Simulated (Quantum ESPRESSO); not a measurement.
Quantum ESPRESSO run on La2H5 (I4_1/amd, 14 atoms in the cell): self-consistent single point.

Level of theory: PBEsol, GBRV 1.5 ultrasoft (PBESOL) pseudopotentials (plane waves; Quantum ESPRESSO).

```
La2H5
1.0
    2.79171    -2.79171     5.66711
    2.79171     2.79171     5.66711
   -2.79171    -2.79171     5.66711
La H
4 10
Direct
  0.50000   0.00419   0.50419
  0.00000   0.75419   0.75419
  0.00000   0.24581   0.24581
  0.50000   0.49581   0.99581
  0.51919   0.62500   0.60581
  0.48081   0.39419   0.37500
  0.48081   0.12500   0.14419
  0.51919   0.85581   0.87500
  0.98081   0.62500   0.14419
  0.01919   0.85581   0.37500
  0.01919   0.12500   0.60581
  0.98081   0.39419   0.87500
  0.50000   0.25000   0.75000
  0.00000   0.00000   0.00000
```

Reference input (self-consistent single point, DFT, PBEsol, plane waves, GBRV 1.5 ultrasoft (PBESOL) pseudopotentials): ecutwfc = 40 Ry; ecutrho = 200 Ry; occupations = smearing; smearing = cold; degauss = 0.0073499 Ry; potentials = {La: la_pbesol_v1.uspp.F.UPF, H: h_pbesol_v1.4.uspp.F.UPF}; K_POINTS = automatic 5 5 5 0 0 0; conv_thr = 1e-10 Ry; mixing_beta = 0.3. This run's input differs from it in these lines:

```diff
@@ -43,3 +43,3 @@
 K_POINTS automatic
-5 5 5  0 0 0
+9 9 9  0 0 0
```

Output (repeated stretches shortened):

```
     Self-consistent Calculation

     iteration #  1     ecut=    40.00 Ry     beta= 0.30

     negative rho (up, down):  2.909E-01 0.000E+00

     total energy              =    -420.93136945 Ry
     estimated scf accuracy    <       0.59766334 Ry

     iteration #  2     ecut=    40.00 Ry     beta= 0.30

     negative rho (up, down):  2.663E-01 0.000E+00

     total energy              =    -420.84726698 Ry
     estimated scf accuracy    <       0.20237500 Ry

     iteration #  3     ecut=    40.00 Ry     beta= 0.30

     negative rho (up, down):  2.695E-01 0.000E+00

     total energy              =    -420.93809960 Ry
     estimated scf accuracy    <       0.03049399 Ry

   [... 13 blocks of this kind left out ...]

     iteration # 17     ecut=    40.00 Ry     beta= 0.30

     negative rho (up, down):  2.347E-01 0.000E+00

     total energy              =    -420.91603698 Ry
     estimated scf accuracy    <          1.7E-10 Ry

     iteration # 18     ecut=    40.00 Ry     beta= 0.30

     negative rho (up, down):  2.347E-01 0.000E+00
     End of self-consistent calculation

     the Fermi energy is     9.9461 ev

!    total energy              =    -420.91603698 Ry
     estimated scf accuracy    <          2.3E-11 Ry
     smearing contrib. (-TS)   =      -0.00015856 Ry
     internal energy E=F+TS    =    -420.91587842 Ry

     convergence has been achieved in  18 iterations

     negative rho (up, down):  2.347E-01 0.000E+00

     Forces acting on atoms (cartesian axes, Ry/au):

     atom    1 type  1   force =    -0.00000000    0.00000000    0.00079931
     atom    2 type  1   force =    -0.00000000    0.00000000    0.00079931
     atom    3 type  1   force =    -0.00000000    0.00000000   -0.00079931
     atom    4 type  1   force =     0.00000000    0.00000000   -0.00079931
     atom    5 type  2   force =    -0.00082190    0.00000000    0.00000000
   [... lines left out ...]
     Total force =     0.002821     Total SCF correction =     0.000004
   [... lines left out ...]

     negative rho (up, down):  2.347E-01 0.000E+00
          total   stress  (Ry/bohr**3)                   (kbar)     P=      -24.99
  -0.00017333  -0.00000000  -0.00000000          -25.50       -0.00       -0.00
  -0.00000000  -0.00017333   0.00000000           -0.00      -25.50        0.00
  -0.00000000   0.00000000  -0.00016307           -0.00        0.00      -23.99

   JOB DONE.
```

The run converged in 18 iterations. Against the reference run the free energy stays essentially unchanged (within 1 meV/atom), the pressure stays at -2.50 GPa and the largest force goes from 0.033 to 0.021 eV/Å.

The starting cell comes from a database of computed structures (which also holds hypothetical and non-ambient phases and stackings), without a prior relaxation at this level.

Cost on one core of a shared machine: roughly 10 min.
